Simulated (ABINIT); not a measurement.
## A worked fit of the energy against the cutoff, with one run withheld: Se (C2, 3 atoms in the cell)

```xyz
3
Lattice="2.1916 -3.7959 0.0000 2.1916 3.7959 0.0000 0.0000 0.0000 4.9649" Properties=species:S:1:pos:R:3 pbc="T T T"
Se     0.4931     0.8541     3.3099
Se     3.4469     0.0000     0.0000
Se     0.4931    -0.8541     1.6549
```

Computed with LDA (PW92), norm-conserving pseudopotentials (HGH LDA) (plane waves; ABINIT).

Base settings: pseudos = [Se.upf]; ecut = 86 Ry; ixc = 7; occopt = 3; tsmear = 0.01 eV; ngkpt = 3 3 2; nshiftk = 1; shiftk = 0 0 0; potentials = PseudoDojo nc-sr-04 LDA standard; nband = 31. In these runs: pseudos = [34se.6.hgh]; nband = 14; potentials = HGH LDA.

The last step of the ladder, which sets the zero, is ecut = 120 Ry.

The starting cell has typed, rounded lattice constants, without a prior relaxation at this level. Its lattice was rescaled by up to half a per cent. One atom was moved a little off its site on purpose.

An empirical form for the window shown: the miss falls exponentially with the largest wave vector, which goes as √cutoff: ln(ΔF) = a + b·√cutoff.

```
ecut   √cutoff (√Ry)  F less the last step's (meV/atom)  ln of it
-----  -------------  ---------------------------------  --------
28 Ry          5.292                             366.43     5.904
32 Ry          5.657                             212.44     5.359
42 Ry          6.481                                  ?         ?
52 Ry          7.211                              21.95     3.089
60 Ry          7.746                               8.72     2.166
```

Question: Fit the line to the 4 rows given and predict the withheld one.

Answer: Means: x̄ = 6.4765, ȳ = 4.1295. Σ(x − x̄)(y − ȳ) = -6.366 and Σ(x − x̄)² = 4.226, so b = -1.507 and a = ȳ − b·x̄ = 13.890; ΔF halves for each 0.46 in √cutoff. The largest residual of the fitted rows is 0.066. At x = 6.481 the line gives 4.123, that is 61.7 meV/atom. The run gave 68.58 meV/atom, a miss of 6.88 meV/atom (10 %). The table is a window of a longer ladder. The rows were chosen because the form fits them, the withheld one included, so this shows the method and is no test of the form.

Left out of this page: 2 runs of the series outside the window shown, repeating another row's setting, or not comparable.
